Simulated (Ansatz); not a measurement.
Consider Pd in the fcc (Cu type) structure (space group Fm-3m, No. 225; a = 3.8414 Å; relaxed with 0.1 eV smearing). Axes: x, y, z lie along the cube axes.

Method: LDA in Ansatz (plane waves to 420 eV, PAW, no spin-orbit coupling).

Base values:

* **Pressure**: 0.0 GPa

One thing is altered: the cell is compressed by 1.00 % along z with no lateral relaxation; the atoms relax in the strained cell.

### Question
What happens to the pressure?

### Answer
The pressure (mean of the normal stresses, compression positive) goes from zero to 2.3 GPa.

Whether these cells are dynamically stable was not tested. All final runs are without spin polarisation.

Ansatz is a quantum-chemistry and plane-wave program.
